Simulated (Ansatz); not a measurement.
Base system: MgSe in the rock salt structure (space group Fm-3m, No. 225).

```
MgSe
1.0
    0.00000     2.73618     2.73618
    2.73618     0.00000     2.73618
    2.73618     2.73618     0.00000
Mg Se
1 1
Direct
  0.00000   0.00000   0.00000
  0.50000   0.50000   0.50000
```

The values are results of r2SCAN/PAW in Ansatz (a program for electronic structure), no spin-orbit coupling, not measurements.

For the base:

The band gap is 2.48 eV and the gap character is indirect, Γ → X.

The change: every lattice vector is stretched by 1.00 %, atoms relaxed at fixed cell.

Problem. What does the calculation give for the band gap after the change?

Solution. The band gap shrinks by 0.053 eV, from 2.48 eV to 2.42 eV.

Problem. What happens to the energy relative to the base?

Solution. The energy rises by 3.7 meV/atom.

Problem. Predict the new gap character.

Solution. The gap character remains indirect, Γ → X.

The cells carry an imposed strain or load. Whether these cells are dynamically stable was not tested.
